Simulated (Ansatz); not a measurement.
Base system: GaCuSe$_{2}$ in the chalcopyrite structure (space group I-42d, No. 122; a = 5.672 Å, c = 11.263 Å). Axes: x, y, z lie along a, b, c of the conventional cell.

Computed with PBE/PAW in Ansatz (a first-principles code), scalar-relativistic without spin-orbit coupling.

Before the change:

```
Quantity            Value
---------------  --------
Volume per atom  22.64 Å³
Pressure          0.0 GPa
```

Now apply this change: compressive biaxial strain of 1.50 % in the plane normal to [001], as in epitaxy on a mismatched substrate; the out-of-plane cell vector and the atoms relax.

Q: What happens to the volume per atom?

A: The volume per atom drops by 0.30 Å³ (22.64 Å³ → 22.34 Å³).

Q: Predict the new pressure.

A: The pressure (mean of the normal stresses, compression positive) goes from zero to 0.8 GPa.

Q: What does the calculation give for the energy relative to the base after the change?

A: The energy goes up by 2.6 meV/atom.

No phonon test of stability was made. The final runs are not spin-polarised.
